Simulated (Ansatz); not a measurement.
**Point defect Si on the Al site (broken-bond start) in corundum**

These are PBE, PAW (plane waves to 420 eV; Ansatz, a first-principles code) values and carry that method's errors. The supercell holds 120 host sites (2×2×1 repeats of the unit cell), with a 2×2×2 Γ-centred k-point sampling for the final energies. Sites at the start: the Al site; started 0.95 Å off site, one bond broken. Finite-size correction: monopole term and site-potential alignment. Dielectric constants: PBE linear response of the host. Host gap at this level: 5.85 eV. These values are not converged in cell size to better than tenths of an eV. PBE underestimates the host's gap, which shifts levels and can delocalise carriers. Spin–orbit coupling is left out. Each state is the lowest found from its start.

Formation energies E_f are given with the Fermi level at the valence-band maximum. Chemical conditions: O-rich (Δμ(Al) = -7.45 eV, Δμ(Si) = -8.35 eV, bounded by alpha cristobalite; only phases computed here count, gases as isolated molecules at 0 K). Reference phases: Al: fcc Al, Si: silicon.

```csv
charge,moment (μB),point group,largest move off a lattice site (Å),image correction with alignment (eV),"E_f, O-rich (eV)"
+1,not spin-polarised,C3,0.12,0.19,-0.05
0,1.0,C3,0.22,0.00,5.95
−1,not spin-polarised,C3,0.25,0.15,11.17
```

Point groups are those of the whole cell at tolerances of 0.03 and 0.1 Å ("near" where only the looser one holds); none is given for unsettled states.

No other site or start that was run ended lower by more than 0.1 eV.

Transition levels above the valence-band maximum: ε(+1/0) = 6.00 eV; ε(0/−1) = 5.21 eV. On the lower envelope of the bound states, inside the gap: (+1/−1) at 5.61 eV; the others aren't thermodynamic.

Flagged in the runs: a host whose relaxation on this sampling wasn't shown to rest, a strain field that reaches the edge of the cell.
